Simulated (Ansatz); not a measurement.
Worked example: self-consistent single point of CuAgO₂ (Pmm2, 4 atoms in the cell) in Ansatz (a program for electronic structure).

Method of the run: LDA (PW92), default PAW files made with PBE (plane waves; Ansatz).

The change in words: lattice scaled by 0.98; basis.ecutwfc: 420 eV → 840 eV. Reference geometry:
```
CELL_PARAMETERS angstrom
      2.80799     0.00000     0.00000
      0.00000     3.34383     0.00000
      0.00000     0.00000     5.38797
ATOMIC_POSITIONS crystal
  Cu 0.50000 0.50000 0.50928
  Ag 0.00000 0.00000 0.00000
  O  0.00000 0.50000 0.27085
  O  0.00000 0.50000 0.72915
```

Reference input (self-consistent single point, DFT, LDA (PW92), plane waves, default PAW files made with PBE): basis.ecutwfc = 420 eV; kpoints.mp_grid.grid = 10 8 5; hamiltonian.xc = lda; hamiltonian.pseudopotentials = {kind: paw} (the program's default PAW files); scf.occupations.method = fermi_dirac; scf.occupations.width = 0.1 eV. This run's input differs from it in these lines:

Ansatz 0.2 input:
```diff
@@ -2,5 +2,5 @@
   lattice:
-    - [2.807991, 0.000000, 0.000000]
-    - [0.000000, 3.343828, 0.000000]
-    - [0.000000, 0.000000, 5.387967]
+    - [2.751831, 0.000000, 0.000000]
+    - [0.000000, 3.276951, 0.000000]
+    - [0.000000, 0.000000, 5.280208]
   atoms:
@@ -11,3 +11,3 @@
 basis:
-  ecutwfc: 420.0
+  ecutwfc: 840.0
 kpoints:
```

The program printed (abridged):

```
SCF iter   1: F=—  HF=-15120.874121 eV  |F-HF|=—  |Δ(HF+E_count)|=         —  Δρ=2.21e-2  dr2=1.82e-1  ethr=1.77e-3  ⟨swp⟩=5.4  Hψ=10173  notcnv=0
all-band conjugate gradients solve this SCF's bands
preconditioner: auto → LDOS
SCF iter   2: F=—  HF=-15120.889539 eV  |F-HF|=—  |Δ(HF+E_count)|=   1.54e-2  Δρ=2.68e-2  dr2=2.01e-1  ethr=3.64e-4  ⟨swp⟩=2.1  Hψ=5977  notcnv=0
   [... lines left out ...]
SCF iter   6: F=—  HF=-15120.822599 eV  |F-HF|=—  |Δ(HF+E_count)|=   3.79e-5  Δρ=3.31e-4  dr2=3.51e-5  ethr=3.97e-7  ⟨swp⟩=2.0  Hψ=3628  notcnv=0
SCF iter   7: F=—  HF=-15120.822611 eV  |F-HF|=—  |Δ(HF+E_count)|=   1.23e-5  Δρ=1.76e-4  dr2=1.05e-5  ethr=7.02e-8  ⟨swp⟩=1.0  Hψ=2742  notcnv=0
SCF iter   8: F=—  HF=-15120.822610 eV  |F-HF|=—  |Δ(HF+E_count)|=   1.32e-6  Δρ=3.23e-5  dr2=3.04e-7  ethr=2.10e-8  ⟨swp⟩=1.2  Hψ=2718  notcnv=0
SCF iter   9: F=-15120.822610 eV  HF=-15120.822610 eV  |F-HF|=5.31e-10  |Δ(HF+E_count)|=   5.17e-8  Δρ=4.06e-6  dr2=2.24e-9  ethr=2.00e-10  ⟨swp⟩=4.6  Hψ=9656  notcnv=0
SCF 1 converged in 9 iterations: F = -15120.822610 eV  dr2 = 2.24e-9
Free energy (F): -15120.822610 eV
Internal energy: -15120.759265 eV  (E = F + TS)
E sigma→0 (E₀):  -15120.790937 eV
Entropy (-TS):   -0.063345 eV (-15.836 meV/atom)
Fermi energy:    11.840824 eV
--- Forces (eV/Å), atoms counted from 1 ---
  atom   1  Cu     0.00000000     0.00000000    -1.37674425
  atom   2  Ag     0.00000000     0.00000000     0.16778027
  atom   3  O      0.00000000     0.00000000     0.10548614
  atom   4  O      0.00000000     0.00000000     1.10348546
--- Stress (GPa, compression-positive) ---
        6.807210       0.000000       0.000000
        0.000000       0.076539       0.000000
        0.000000       0.000000       3.470304
  P = ⅓ Tr σ = 3.4514 GPa (34.514 kbar)
  The stress holds the Pulay correction. Without it, at fixed plane waves, as pw.x and ABINIT print it: P = 3.4328 GPa
```

The run converged in 9 iterations. Against the reference run the free energy goes down by 13.2 meV/atom, the pressure goes from -6.04 to 3.45 GPa and the largest force goes from 1.165 to 1.377 eV/Å.

The starting cell comes from a database of computed structures (which also holds hypothetical and non-ambient phases and stackings), without a prior relaxation at this level. Its lattice was rescaled by up to half a per cent. One atom was moved a little off its site on purpose. For this run, on top of that: lattice scaled by 0.98. Spin polarisation is off, so a magnetic state, if there is one, cannot be reached. Forces in this geometry exceed 1 eV/Å. Ansatz's pressure includes its estimate of the finite-basis (Pulay) stress. The run gives no clean gap (levels at the Fermi energy touch, overlap or are partly filled at this smearing), which alone does not show that the compound is a metal.

Cost on one core of a shared machine: roughly 30 s.
